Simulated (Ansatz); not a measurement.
The starting structures come from a database of crystals and need not be the phases stable at ambient conditions.

 Where the default PAW files enter, the runs use the earlier of Ansatz's two default sets.

Inside the gap of an insulator the Bloch states are evanescent, with a wavenumber k + iκ along the transport direction.

Consider the following.

```yaml
crystal:
  lattice:
    - [4.97505, 0.00000, 0.00000]
    - [0.00000, 7.14176, 0.00000]
    - [0.01730, 0.00000, 4.97502]
  atoms:
    - { symbol: Ga, position: [0.17228, 0.50000, 0.82772] }
    - { symbol: Ga, position: [0.82772, 0.00000, 0.17228] }
    - { symbol: As, position: [0.33235, 0.25000, 0.33235] }
    - { symbol: As, position: [0.66765, 0.75000, 0.66765] }
    - { symbol: O, position: [0.22380, 0.45008, 0.18642] }
    - { symbol: O, position: [0.77620, 0.95008, 0.81358] }
    - { symbol: O, position: [0.81358, 0.54992, 0.77620] }
    - { symbol: O, position: [0.18642, 0.04992, 0.22380] }
    - { symbol: O, position: [0.66502, 0.21956, 0.27602] }
    - { symbol: O, position: [0.33498, 0.71956, 0.72398] }
    - { symbol: O, position: [0.72398, 0.78044, 0.33498] }
    - { symbol: O, position: [0.27602, 0.28044, 0.66502] }
```

Space group of this cell: C222_1. The cell is taken as given; by r2SCAN its mean pressure is -1.8 GPa.

Transport runs along the normal of the first two printed cell vectors.

The gap is the functional's own. No spin-orbit coupling. Mid-gap values are interpolated on the energy grid.

Question: Estimate the band gap and the smallest decay constant κ at mid-gap that r2SCAN (Ansatz, an electronic-structure program) returns for this system.

Answer: Gap 4.04 eV on a 6×4×6 mesh; κ = 0.360 1/Å, at the zone centre.
